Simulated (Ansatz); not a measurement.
# fluorite-type NiSi2 (0 0 1) on Si0.75Ge0.25, ordered (0 0 1), B on 2 of 2 substrate sites at each interface (film strained to the substrate, faces as cut)

A periodic stack without vacuum, fluorite-type NiSi2 (0 0 1) on Si0.75Ge0.25, ordered (0 0 1), B on 2 of 2 substrate sites at each interface (film strained to the substrate, faces as cut): substrate slab Ge4Si14B4, film Ni8Si16, surface cells [[0, -1], [1, 0]] and [[0, -1], [2, 1]], film strained by +1.6 and +1.6 %, faces GeSi/GeSi and Si/Ni as cut (like faces can put a slab off its formula).

The start was prepared with a machine-learned potential, and the result is one local minimum, with the in-plane cell held and forces under 0.04 eV/Å; the film can end far from its bulk form.

Calculation: PBE (plane waves to 420 eV, PAW; Ansatz, a first-principles code). Scalar-relativistic, without spin–orbit coupling; the runs are not spin-polarised; PBE gaps are too small against experiment. Its k-point mesh 5×5×1, Fermi–Dirac width 0.05 eV.

- interface area: 30.6 Å²
- period: 24.30 Å
- gaps between the outermost planes at the two interfaces: 0.69 and 0.80 Å
- B–Si contacts across the interfaces within 1.22 times the sum of covalent radii: 9, mean 2.12 Å
- B–Ni contacts across the interfaces within 1.22 times the sum of covalent radii: 4, mean 2.11 Å
- Si–Si contacts across the interfaces within 1.22 times the sum of covalent radii: 2, mean 2.48 Å
- estimate of the barrier: withheld, since the two interfaces are unlike
- slope of the mean potential energy in the substrate: -3.7 MV/cm × e

```
CELL_PARAMETERS angstrom
      5.53214     0.00033    -0.08447
      0.00032     5.53254     0.06385
      1.44123    -2.00387    24.25652
ATOMIC_POSITIONS crystal
  Ge 0.93234 0.08311 0.11420
  Si 0.43228 0.58254 0.11440
  B  0.45234 0.05355 0.01697
  B  0.95226 0.55373 0.01706
  Si 0.19949 0.31755 0.05452
  Si 0.68805 0.81050 0.05457
  Ge 0.88997 0.15612 0.34286
  Si 0.38761 0.65124 0.34051
  Si 0.67191 0.35787 0.17077
  Si 0.17102 0.84280 0.17066
  Ge 0.41131 0.11698 0.22761
  Si 0.91013 0.61880 0.22809
  Si 0.14866 0.38990 0.28422
  Si 0.65112 0.88163 0.28515
  B  0.85435 0.23396 0.55487
  B  0.24830 0.63019 0.57143
  Si 0.62175 0.42991 0.39879
  Si 0.13143 0.91063 0.39840
  Ge 0.36911 0.18264 0.45590
  Si 0.86295 0.69144 0.45486
  Si 0.08771 0.44466 0.50856
  Si 0.64977 0.99137 0.51388
  Ni 0.75549 0.23209 0.76834
  Ni 0.24641 0.72315 0.76850
  Ni 0.29006 0.18291 0.65923
  Ni 0.76083 0.71105 0.65960
  Ni 0.70920 0.29520 0.98415
  Ni 0.20819 0.79232 0.98417
  Ni 0.23037 0.25660 0.87589
  Ni 0.72630 0.76146 0.87591
  Si 0.01068 0.45989 0.71439
  Si 0.51107 0.96148 0.71571
  Si 0.51350 0.46213 0.71295
  Si 0.01371 0.96244 0.71300
  Si 0.54317 0.41897 0.60140
  Si 0.02483 0.93706 0.60172
  Si 0.02886 0.42692 0.61433
  Si 0.48936 0.87920 0.59982
  Si 0.96870 0.52737 0.93149
  Si 0.46861 0.02751 0.93194
  Si 0.46816 0.52695 0.93183
  Si 0.96810 0.02701 0.93230
  Si 0.48857 0.49286 0.82251
  Si 0.98881 0.99248 0.82257
  Si 0.99057 0.49496 0.82362
  Si 0.49086 0.99405 0.82154
```
